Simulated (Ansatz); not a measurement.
Structure of amorphous In$_{9}$Ga$_{9}$Zn$_{9}$O$_{38}$Sn (periodic cell):

```
CELL_PARAMETERS angstrom
      9.28751     0.11734    -0.20363
      0.11734     9.35712    -0.19367
     -0.20363    -0.19367     9.62986
ATOMIC_POSITIONS crystal
  In 0.42195 0.56752 0.12314
  In 0.86806 0.88225 0.87029
  In 0.47551 0.87543 0.97515
  In 0.37820 0.95265 0.28681
  In 0.67616 0.43265 0.33810
  In 0.07559 0.18300 0.29118
  In 0.16159 0.08287 0.94440
  In 0.16784 0.76933 0.72496
  In 0.86002 0.55681 0.65917
  Ga 0.01247 0.55465 0.26647
  Ga 0.63333 0.11746 0.79302
  Ga 0.76507 0.94406 0.20838
  Ga 0.77614 0.13271 0.46710
  Ga 0.11738 0.80072 0.11866
  Ga 0.52127 0.61324 0.79886
  Ga 0.17344 0.51378 0.52215
  Ga 0.86398 0.21343 0.02619
  Ga 0.44643 0.66912 0.49277
  Zn 0.78725 0.60426 0.03812
  Zn 0.33999 0.03507 0.58681
  Zn 0.95012 0.79851 0.46029
  Zn 0.55532 0.34009 0.59734
  Zn 0.37003 0.30772 0.82484
  Zn 0.36966 0.31752 0.35651
  Zn 0.02854 0.14430 0.67227
  Zn 0.65980 0.87722 0.58918
  Zn 0.52382 0.18960 0.09359
  O  0.15390 0.26722 0.80170
  O  0.53526 0.61967 0.32492
  O  0.38208 0.45529 0.51771
  O  0.37740 0.75221 0.81121
  O  0.29027 0.13241 0.39867
  O  0.85627 0.12281 0.19792
  O  0.75178 0.06697 0.64486
  O  0.38664 0.09227 0.95996
  O  0.14882 0.40600 0.33969
  O  0.93444 0.09599 0.87446
  O  0.30761 0.45763 0.96246
  O  0.78201 0.92438 0.40112
  O  0.10939 0.54044 0.71438
  O  0.53886 0.42344 0.78517
  O  0.46223 0.88462 0.48329
  O  0.96978 0.57942 0.46560
  O  0.33201 0.78099 0.13721
  O  0.97074 0.17197 0.48132
  O  0.16425 0.01130 0.16192
  O  0.82974 0.48366 0.19904
  O  0.67561 0.22215 0.95914
  O  0.04591 0.28883 0.06695
  O  0.58242 0.65479 0.99190
  O  0.08115 0.59527 0.08640
  O  0.61102 0.67574 0.63230
  O  0.24716 0.70111 0.52289
  O  0.74881 0.39990 0.54805
  O  0.91352 0.78400 0.67202
  O  0.56615 0.98457 0.16583
  O  0.46785 0.16936 0.68899
  O  0.17730 0.99091 0.69272
  O  0.05127 0.76187 0.29252
  O  0.87783 0.50482 0.87455
  O  0.64247 0.92303 0.83888
  O  0.83861 0.81610 0.07633
  O  0.09556 0.84760 0.92796
  O  0.61206 0.21807 0.39288
  O  0.48339 0.36253 0.19714
  Sn 0.09282 0.44981 0.92132
```

Methods: PBE, scalar-relativistic without spin-orbit coupling (Ansatz, an electronic-structure program); r2SCAN, scalar-relativistic without spin-orbit coupling (Ansatz); HSE06, scalar-relativistic without spin-orbit coupling (Ansatz). Neutral PBE cell, which sets geometry, pressure and energy: sampling: a 2×2×2 Γ-centred mesh; Fermi-Dirac width 0.02 eV; no spin polarisation. Exact exchange is cut at the faces of this 9 Å cell, which leaves hybrid gaps a finite-size error.

It comes from a melt-quench run on a machine-learned potential (CHGNet), relaxed afterwards by DFT. O atoms were pushed apart under 1.9 Å during the dynamics, to hinder bonds among them. The hot cell started wider than the set density and was brought back towards it in steps. It is the lowest in DFT energy of 2 quenches. It is a model cell: composition and starting density were chosen by hand, and all elements were melted together. No dispersion term was used. Its density started from a set value of 5.91 and ended at 5.91 g/cm³. The simulated quench (nominally 210 K/ps over its main leg) is rapid and tends to freeze in more defects than a deposited or slowly cooled glass has. Values belong to this one cell and scatter from quench to quench. The volume was held where the preparation left it and the shape relaxed.

Give the pressure and the spacing of the highest filled and lowest empty levels.


The pressure on a 2×2×2 Γ-centred mesh is 2.21 GPa and the largest force and stress component on that mesh (the relaxation ran on the zone centre alone) is 0.07 eV/Å and 2.3 GPa. The level gap on a 2×2×2 Γ-centred mesh (PBE) is 0.49 eV, the level gap at the zone centre (PBE) comes out as 0.50 eV and the level gap at the zone centre (r2SCAN) is 0.91 eV. The level gap at the zone centre (HSE06) is 2.05 eV. The distance between the nearest levels spread over more than a fifth of the atoms or a third of the atoms of their main element (six at least) (PBE, zone centre) comes out as 1.07 eV.

At PBE and the zone centre, how localised are the states just below and above the Fermi level (participation number: the atoms over which a state spreads)?

The highest filled state is spread over 9.0 atoms' worth, largest on O41, with weights by element (charge in smoothed Voronoi cells) O 0.79, Zn 0.18, Ga 0.01. The lowest empty state is spread over 61.2 atoms' worth, largest on In4, with weights by element (charge in smoothed Voronoi cells) O 0.52, In 0.20, Zn 0.15.

At PBE the levels at the filled edge of the gap are localised (band-tail or defect states), and the nearest spread-out levels lie 1.1 eV apart at the zone centre.

Bonds are counted up to In-In 3.12 Å, In-Ga 2.90 Å, In-Zn 2.90 Å, In-O 2.70 Å, In-Sn 3.09 Å, Ga-Ga 2.68 Å, Ga-Zn 2.68 Å, Ga-O 2.28 Å, Ga-Sn 2.87 Å, Zn-Zn 2.68 Å, Zn-O 2.56 Å, Zn-Sn 2.87 Å, O-O 1.58 Å, O-Sn 2.46 Å, Sn-Sn 3.06 Å. Two cations that share two anions don't count as bonded, nor two that share one unless they lie closer than In-In 3.04 Å, In-Ga 2.82 Å, In-Zn 2.82 Å, In-Sn 3.01 Å, Ga-Ga 2.61 Å, Ga-Zn 2.61 Å, Ga-Sn 2.79 Å, Zn-Zn 2.61 Å, Zn-Sn 2.79 Å, Sn-Sn 2.97 Å.
